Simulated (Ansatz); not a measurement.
# GaSb, response to strain

The reference is GaSb in the zinc blende structure (space group F-43m, No. 216).

```
CELL_PARAMETERS angstrom
      0.00000     3.06618     3.06618
      3.06618     0.00000     3.06618
      3.06618     3.06618     0.00000
ATOMIC_POSITIONS crystal
  Ga 0.00000 0.00000 0.00000
  Sb 0.25000 0.25000 0.25000
```

Cartesian axes are those of the cell as printed.

Strains are applied to the cell and any free atomic positions relax; under biaxial strain the out-of-plane vector relaxes too.

Computed with Ansatz (a program for electronic structure), r2SCAN, PAW, cutoff 500 eV, scalar-relativistic without spin-orbit coupling.

Notes on the quantities. energy relative to the base: free energy F.

```csv
"biaxial strain, plane normal [111], relaxed out of plane (%)",energy relative to the base (meV/atom)
-2.5,15.0
-2.08,10.3
-1.67,6.6
-1.25,?
-0.83,1.6
-0.42,0.4
0,0.0
```

Problem. Fit ΔE = Aε² + Bε³ (ε in %) to the rows shown and predict the withheld row.

Solution. Least squares on the printed values gives A = 2.29 and B = -0.043 meV/atom (largest residual 0.0 meV/atom); this predicts 3.7 meV/atom, and the run gives 3.7 meV/atom, in agreement.

No phonon test of stability was made.
